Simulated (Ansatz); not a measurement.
Gap of a one-dimensional Cd body, 1 atoms a period at several levels, all on one geometry.

```
CELL_PARAMETERS angstrom
     11.00000     0.00000     0.00000
      0.00000    11.00000     0.00000
      0.00000     0.00000     3.22623
ATOMIC_POSITIONS crystal
  Cd 0.50000 0.50000 0.00000
```

Levels: PBE (plane waves to 420 eV, PAW; Ansatz, a first-principles code); PBE with spin-orbit coupling run with Ansatz; r2SCAN (plane waves to 500 eV, PAW; Ansatz); HSE06 in Ansatz. Unmarked values and the geometry are of the first. Mesh 1×1×112. No spin polarisation. Isolated but for its images some 11 Å away. A hypothetical model. Only distortions within the start's symmetry and period were free. Pairing along the axis, which can open a gap, is among the distortions not tried. HSE06 ran on a 1×1×6 mesh and at PBE's edge points.

| level | gap (eV) |
|---|---|
| PBE | 0.90 |
| PBE+SOC | ___ |
| r2SCAN | 0.89 |
| HSE06 | 1.07 |

Problem. Some entries are withheld; supply them.

Solution. 
- PBE+SOC, gap (eV): 0.89
